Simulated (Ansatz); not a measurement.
The reference is BAs in the zinc blende structure (space group F-43m, No. 216; a = 4.7839 Å).

The values are results of DFT with r2SCAN, PAW potentials and a 500 eV plane-wave cutoff in Ansatz (an electronic-structure program), without spin-orbit coupling, not measurements.

Strains are applied to the cell and any free atomic positions relax.

One change was made to it. Results:

The energy increases by 31 meV/atom; the hole mass (degenerate bands, along [100]) changes from 0.21, 0.22, 0.22 mₑ (at Γ) to 0.18, 0.23, 0.23 mₑ (at Γ); the valley order (the lowest conduction-band minima on the path, energy above the VBM, named in the base's zone) goes from a point along ⟨100⟩, about 1.0 Å⁻¹ from Γ 1.38 eV; L along ⟨111⟩ 2.94 eV to a point along ⟨100⟩, about 1.0 Å⁻¹ from Γ 1.45 eV; L along ⟨111⟩ 2.50 eV.

What was done to the base?
A. isotropic strain +1.00 %
B. isotropic strain +2.00 %
C. isotropic strain +2.50 %
D. isotropic strain +3.00 %

C, isotropic strain +2.50 %. For comparison, the valley order in the other runs: isotropic strain +2.00 % gives a point along ⟨100⟩, about 1.0 Å⁻¹ from Γ 1.44 eV; L along ⟨111⟩ 2.59 eV; isotropic strain +3.00 % gives a point along ⟨100⟩, about 1.0 Å⁻¹ from Γ 1.46 eV; L along ⟨111⟩ 2.42 eV; isotropic strain +1.00 % gives a point along ⟨100⟩, about 1.0 Å⁻¹ from Γ 1.41 eV; L along ⟨111⟩ 2.76 eV.

The levels and masses belong to the bands next to the band gap. Effective masses come from finite differences of ±0.01 Å⁻¹. Stability against distortions was not tested.
